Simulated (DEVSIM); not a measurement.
System: Mo/SiO2/p-Si capacitor, at 300 K.

| layer (left to right) | material | thickness (nm) | Na (cm⁻³) |
|---|---|---|---|
| 1 | SiO2 | 1.80 | - |
| 2 | Si | 640 | 8e17 |

Metal gate on the left, work function 4.6 eV. Fixed charge at the semiconductor interface 2.59e12 cm⁻² (in units of +e); no interface traps.

The device is made up for the run: typed textbook-type constants, with dimensions and the other settings drawn at random. Values at 300 K.

```csv
parameter,SiO2,Si
gap (eV),9,1.124
affinity (eV),0.9,4.05
permittivity,3.9,11.7
Nc (cm⁻³),-,2.86e19
Nv (cm⁻³),-,3.1e19
```

DEVSIM, 1D Poisson equation in equilibrium, Boltzmann statistics, complete ionisation; no quantum confinement or tunnelling. Metal contacts follow the ideal Schottky-Mott rule: no Fermi-level pinning, no interface dipoles.

Problem. Tabulate band edges, carrier densities and field at 0.2 V on the gate.

Solution. Energies count from the Fermi level of the right contact; mesh points crowd at the junctions.

| x (μm) | Ec (eV) | Ev (eV) | n (cm⁻³) | p (cm⁻³) | field (V/cm) |
|---|---|---|---|---|---|
| 0.000 | 3.500 | -5.500 | < 1e2 | < 1e2 | 4700 |
| 0.0006209 | 3.500 | -5.500 | < 1e2 | < 1e2 | 4700 |
| 0.001150 | 3.501 | -5.500 | < 1e2 | < 1e2 | 4700 |
| 0.001725 | 3.501 | -5.499 | < 1e2 | < 1e2 | 4700 |
| 0.003002 | 0.398 | -0.726 | 5.8e12 | 2.0e7 | 390000 |
| 0.004838 | 0.467 | -0.657 | 4.0e11 | 2.9e8 | 360000 |
| 0.007850 | 0.571 | -0.553 | 7.2e9 | 1.6e10 | 330000 |
| 0.01632 | 0.804 | -0.320 | 890000 | 1.3e14 | 220000 |
| 0.02757 | 0.977 | -0.147 | 1100 | 1.0e17 | 87000 |
| 0.04846 | 1.029 | -0.095 | 150 | 7.8e17 | 1700 |
| 0.08556 | 1.030 | -0.095 | 150 | 8.0e17 | ≈ 0 |
| 0.1792 | 1.030 | -0.095 | 150 | 8.0e17 | ≈ 0 |
| 0.3177 | 1.030 | -0.095 | 150 | 8.0e17 | ≈ 0 |
| 0.4559 | 1.030 | -0.095 | 150 | 8.0e17 | ≈ 0 |
| 0.5540 | 1.030 | -0.095 | 150 | 8.0e17 | ≈ 0 |
| 0.5928 | 1.030 | -0.095 | 150 | 8.0e17 | ≈ 0 |
| 0.6147 | 1.030 | -0.095 | 150 | 8.0e17 | ≈ 0 |
| 0.6271 | 1.030 | -0.095 | 150 | 8.0e17 | ≈ 0 |
| 0.6354 | 1.030 | -0.095 | 150 | 8.0e17 | ≈ 0 |
| 0.6387 | 1.030 | -0.095 | 150 | 8.0e17 | ≈ 0 |
| 0.6406 | 1.030 | -0.095 | 150 | 8.0e17 | ≈ 0 |
| 0.6418 | 1.030 | -0.095 | 150 | 8.0e17 | ≈ 0 |
